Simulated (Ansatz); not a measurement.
**Habitual settings against a tight run: Nb₅Sb₄ (C2/m, 9 atoms in the cell)**

Self-consistent single point.

```xyz
9
Lattice="7.5059 -1.8270 0.0000 7.5059 1.8270 0.0000 -7.4863 0.0000 7.5062" Properties=species:S:1:pos:R:3 pbc="T T T"
Nb     0.0000     0.0000     0.0000
Nb     7.0431     0.0000     2.3680
Nb     0.4825     0.0000     5.1382
Nb     9.8845     0.0000     0.4608
Nb    -2.3589     0.0000     7.0454
Sb     5.7413     0.0000     4.9159
Sb     1.7842     0.0000     2.5903
Sb    12.4203     0.0000     1.7846
Sb    -4.8948     0.0000     5.7216
```

Computed with LDA (PW92), PAW files made with PBE (plane waves; Ansatz, a quantum-chemistry and plane-wave program).

Base settings: basis.ecutwfc = 30.9 Ry; kpoints.mp_grid.grid = 5 5 2; hamiltonian.xc = lda; hamiltonian.pseudopotentials = {kind: paw} (the program's default PAW files); scf.occupations.method = gaussian; scf.occupations.width = 0.01 Ry.

Tight run (finer mesh or higher cutoff; not a proven limit): basis.ecutwfc: 30.9 Ry → 43.4 Ry; kpoints.mp_grid.grid: 5 5 2 → 7 7 3; scf.convergence.dr2_threshold: default (1e-07 eV) → 1e-09 eV. It gave Fermi level (on the code's own zero) 13.52 eV; pressure -12.98 GPa; largest force (vector length) 0.699 eV/Å.

Quick runs, as changes from the base:
- A: the base itself
- B: basis.ecutwfc: 30.9 Ry → 18.4 Ry; kpoints.mp_grid.grid: 5 5 2 → 1 1 1; hamiltonian.xc: lda → pbesol; scf.occupations.method: gaussian → cold; scf.occupations.width: 0.01 Ry → 0.02 Ry [PBEsol]
- C: basis.ecutwfc: 30.9 Ry → 15.4 Ry; kpoints.mp_grid.grid: 5 5 2 → 4 4 4; scf.occupations.method: gaussian → cold; scf.occupations.width: 0.01 Ry → 0.0147 Ry; scf.convergence.dr2_threshold: default (1e-07 eV) → 0.0001 eV
- D: kpoints.mp_grid.grid: 5 5 2 → 4 4 4; scf.occupations.method: gaussian → fermi_dirac; scf.occupations.width: 0.01 Ry → 0.0147 Ry; scf.convergence.dr2_threshold: default (1e-07 eV) → 0.0001 eV
- E: basis.ecutwfc: 30.9 Ry → 21.7 Ry; kpoints.mp_grid.grid: 5 5 2 → 4 4 4; hamiltonian.xc: lda → pbesol; scf.occupations.method: gaussian → methfessel_paxton; scf.occupations.width: 0.01 Ry → 0.0367 Ry; scf.convergence.dr2_threshold: default (1e-07 eV) → 0.001 eV [PBEsol]

Energies are extrapolated to zero smearing width, which holds to low order in the width alone.

Dashes: energy of B, E, another energy zero.

† marks runs with another functional, U, potentials or spin treatment: their distance from the tight run is not a convergence error alone.

The count of work is k-points × plane waves × bands × iterations; it is no time. 

Pressures in the table are Ansatz's without its Pulay estimate, at a fixed set of plane waves; the tight run's value above holds the estimate.

The starting cell comes from a database of computed structures (which also holds hypothetical and non-ambient phases and stackings), without a prior relaxation at this level. Its lattice was rescaled by a random factor within 2.5 % of one. Spin polarisation is off. In the base run, with a pressure of about -13 GPa the cell is away from its equilibrium volume at this level. Without a gap this mesh is coarse (it stands for a supercell whose shortest vector is 18 Å).

| run | energy less tight (meV/atom) | pressure less tight (GPa) | largest miss in a force vector (eV/Å) | count of work / tight |
|---|---|---|---|---|
| A | -2.2 | -0.07 | 0.042 | 0.20 |
| B† | – | -15.76 | 2.060 | 0.0052 |
| C | 1970.3 | -76.62 | 0.414 | 0.076 |
| D | 4.1 | 0.29 | 0.050 | 0.23 |
| E† | – | -0.40 | 0.168 | 0.11 |

Among the runs at the tight run's level, the energy misses run from 2.2 to 1970.3 meV/atom.

Left out of this page: 1 run of the series outside the window shown, repeating another row's setting, or not comparable.

Keys are those of Ansatz 0.2.
